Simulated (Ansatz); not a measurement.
## GaN, response to strain

Consider GaN in the wurtzite structure (space group P6_3mc, No. 186; a = 3.152 Å, c = 5.138 Å). Axes: x lies along a and z along c of the hexagonal cell.

Strains are applied to the cell and any free atomic positions relax.

All numbers come from LDA/PAW in Ansatz (a first-principles code), no SOC.

Notes on the quantities. pressure: mean of the normal stresses, compression positive; energy relative to the base: free energy F.

```json
[
 {"case": "base", "pressure": "0.0 kbar", "shortest interatomic distance": "1.927 Å", "energy relative to the base": "0 meV/atom", "band gap": "2.13 eV"},
 {"case": "uniaxial strain ε_xx = +1.20 %", "pressure": "-23.5 kbar", "shortest interatomic distance": "1.933 Å", "energy relative to the base": "+1.8 meV/atom", "band gap": "2.03 eV"},
 {"case": "uniaxial strain ε_xx = +1.80 %", "pressure": "-34.8 kbar", "shortest interatomic distance": "1.936 Å", "energy relative to the base": "+4.0 meV/atom", "band gap": "1.99 eV"},
 {"case": "uniaxial strain ε_xx = +3.00 %", "pressure": "-56.3 kbar", "shortest interatomic distance": "1.942 Å", "energy relative to the base": "+11 meV/atom", "band gap": "1.89 eV"}
]
```

Stability against distortions was not tested.
